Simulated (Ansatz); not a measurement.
The reference is InP in the zinc blende structure (space group F-43m, No. 216).

```xyz
2
Lattice="0.0000 2.9534 2.9534 2.9534 0.0000 2.9534 2.9534 2.9534 0.0000" Properties=species:S:1:pos:R:3 pbc="T T T"
P      1.4767     1.4767     1.4767
In     0.0000     0.0000     0.0000
```

Method: Ansatz (an electronic-structure program), r2SCAN, PAW, cutoff 500 eV, no spin-orbit coupling.

One change was made to it. Results:

```csv
quantity,base,after
band gap,1.03 eV,1.10 eV
shortest interatomic distance,2.558 Å,2.547 Å
"hole mass (degenerate bands, along [100])","0.073, 0.44, 0.44 mₑ (at Γ)","0.077, 0.43, 0.43 mₑ (at Γ)"
electron mass,0.074 mₑ (at Γ),0.077 mₑ (at Γ)
```

Task: What was done to the base?
(A) pressure 0.9 GPa
(B) pressure 30 GPa
(C) pressure 22.5 GPa

Result: A, pressure 0.9 GPa. For comparison, the band gap in the other runs: pressure 22.5 GPa gives 1.64 eV; pressure 30 GPa gives 1.54 eV.

Load acts through the strain it causes; cell and atoms are relaxed under it. Effective masses come from finite differences of ±0.01 Å⁻¹. Whether these cells are dynamically stable was not tested. Measured, InP leaves this structure (for rock salt) near 9.8 GPa (temperature not stated; as listed in Datta, Sujoy, Jana, Debnarayan, arXiv (2020)).
